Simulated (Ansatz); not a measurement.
Consider GaN in the zinc blende structure (space group F-43m, No. 216; a = 4.498 Å). Axes: x, y, z lie along the cube axes.

Calculations: r2SCAN, PAW, 500 eV (Ansatz, a quantum-chemistry and plane-wave program; no spin-orbit coupling).

Before the change:

Band gap: 2.17 eV
Electron mass: 0.17 mₑ (at Γ)

Now apply this change: biaxial strain +1.25 %, plane normal [111], relaxed out of plane (Cartesian); in-plane vectors clamped, the third vector and the atoms free.

Problem. How does this affect the band gap, ratio −ε⊥/ε∥, electron mass and in-plane stress?

Solution. The band gap decreases by 0.21 eV to 1.96 eV; the ratio −ε⊥/ε∥ is 0.42; the electron mass goes from 0.17 mₑ (at Γ) to 0.17 mₑ out of plane, 0.16 mₑ in plane (at Γ); the mean in-plane stress (compression positive) comes out as -5.5 GPa.

Effective masses come from finite differences of ±0.01 Å⁻¹. No phonon test of stability was made. This is not the structure that GaN has at room temperature and ambient pressure.
